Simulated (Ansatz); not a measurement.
Several settings converged on Ta (Im-3m, 1 atom in the cell)

```
Ta
1.0
   -1.65825     1.65825     1.65825
    1.65825    -1.65825     1.65825
    1.65825     1.65825    -1.65825
Ta
1
Cartesian
  0.00000   0.00000   0.00000
```

Base method: PBE, PAW files (plane waves; Ansatz, a program for electronic structure).

Base settings: basis.ecutwfc = 420 eV; kpoints.mp_grid.grid = 14 14 14; hamiltonian.xc = pbe; hamiltonian.pseudopotentials = {kind: paw} (the program's default PAW files); scf.occupations.method = gaussian; scf.occupations.width = 0.1 eV.

The count of work is k-points × plane waves × bands × iterations; it is no time. 

**The cutoff for other potential files**

Level: DFT, PBE, plane waves, harder PAW files (source: ansatz).

In this ladder: hamiltonian.pseudopotentials = {kind: paw, source: ansatz}.

The second cell is the first with its lattice scaled by 0.98.

The mesh stays at the base's, so the ladder's end is converged at best in this setting alone.

The first pressure column holds Ansatz's estimate of the finite-basis (Pulay) stress, which hides part of the cutoff error; the other is without it.

Only quantities that move along the ladder and can be compared are tabulated.

```csv
basis.ecutwfc,free energy less the last step's (meV/atom),energy of the compressed cell less the first (meV/atom),pressure (GPa),pressure without the Pulay estimate (GPa),count of work / last
235 eV,15946.28,313.23,9.76,-766.26,0.086
285 eV,3000.88,38.90,2.47,-166.67,0.12
365 eV,181.49,46.50,0.57,-13.79,0.20
440 eV,9.58,46.88,0.44,-0.53,0.27
520 eV,1.19,46.95,0.46,0.43,0.37
625 eV,0.76,46.92,0.45,0.44,0.44
780 eV,0.30,46.89,0.45,0.44,0.65
1040 eV,0.00,46.88,0.45,0.44,1.0
```

Coarsest basis.ecutwfc that holds the pressure within 0.05 GPa of the last step, with all finer ones: 440 eV, at 0.27 of the last step's count of work; the step before is off by 0.12 GPa.

Coarsest basis.ecutwfc that holds the free energy within 5 meV/atom of the last step, with all finer ones: 520 eV, at 0.37 of the last step's count of work; the step before is off by 9.6 meV/atom.

Coarsest basis.ecutwfc that holds the pressure without the Pulay estimate within 0.5 GPa of the last step, with all finer ones: 520 eV, at 0.37 of the last step's count of work; the step before is off by 0.97 GPa.

The energy difference between the two cells stays within 1 meV/atom of the last step's from 365 eV on, the total only from 625 eV on: much of the error is common to both cells and cancels.

At the lowest cutoff the pressure without the Pulay estimate lies 767 GPa under the last step's, the usual sign of Pulay stress in an incomplete plane-wave basis.

**The cutoff for other potential files**

Level: DFT, PBE, plane waves, norm-conserving files (source: ansatz).

In this ladder: hamiltonian.pseudopotentials = {kind: nc, source: ansatz}.

The second cell is the first with its lattice scaled by 0.98.

The mesh stays at the base's, so the ladder's end is converged at best in this setting alone.

The first pressure column holds Ansatz's estimate of the finite-basis (Pulay) stress, which hides part of the cutoff error; the other is without it.

Only quantities that move along the ladder and can be compared are tabulated.

```csv
basis.ecutwfc,free energy less the last step's (meV/atom),energy of the compressed cell less the first (meV/atom),pressure (GPa),pressure without the Pulay estimate (GPa),count of work / last
450 eV,129433.65,-445.87,-50.02,-3829.48,0.13
550 eV,35501.93,34.15,-11.32,-1733.27,0.17
700 eV,2011.76,36.24,-1.03,-198.13,0.20
850 eV,17.45,46.58,0.38,-3.20,0.28
1000 eV,1.21,46.59,0.42,0.39,0.34
1200 eV,0.56,46.59,0.42,0.40,0.46
1500 eV,0.28,46.59,0.42,0.42,0.62
2000 eV,0.00,46.59,0.42,0.42,1.0
```

Coarsest basis.ecutwfc that holds the pressure without the Pulay estimate within 1 GPa of the last step, with all finer ones: 1000 eV, at 0.34 of the last step's count of work; the step before is off by 3.6 GPa.

Coarsest basis.ecutwfc that holds the energy of the compressed cell less the first within 2 meV/atom of the last step, with all finer ones: 850 eV, at 0.28 of the last step's count of work; the step before is off by 10 meV/atom.

Coarsest basis.ecutwfc that holds the free energy within 5 meV/atom of the last step, with all finer ones: 1000 eV, at 0.34 of the last step's count of work; the step before is off by 17 meV/atom.

The energy difference between the two cells stays within 1 meV/atom of the last step's from 850 eV on, the total only from 1200 eV on: much of the error is common to both cells and cancels.

At the lowest cutoff the pressure without the Pulay estimate lies 3830 GPa under the last step's, the usual sign of Pulay stress in an incomplete plane-wave basis.

**The relaxed cell against the cutoff**

In this ladder: relax = cell and atoms.

The mesh stays at the base's, so the ladder's end is converged at best in this setting alone.

Only quantities that move along the ladder and can be compared are tabulated.

```csv
basis.ecutwfc,relaxed volume (Å³/atom),relaxation steps
210 eV,18.350,13
250 eV,18.280,8
295 eV,18.269,4
355 eV,18.282,4
420 eV,18.281,4
505 eV,18.281,4
630 eV,18.281,4
840 eV,18.281,4
```

Coarsest basis.ecutwfc that holds the relaxed volume within 0.018 Å³/atom of the last step, with all finer ones: 250 eV; the step before is off by 0.069 Å³/atom.

At the lowest cutoff the cell relaxes to a volume 0.4 % larger than at the highest. Ansatz relaxes on a stress corrected for the finite basis.

On the base run: the starting cell has typed, rounded lattice constants, without a prior relaxation at this level. Its lattice was rescaled by up to half a per cent. Spin polarisation is off.

Keys are those of Ansatz 0.2.
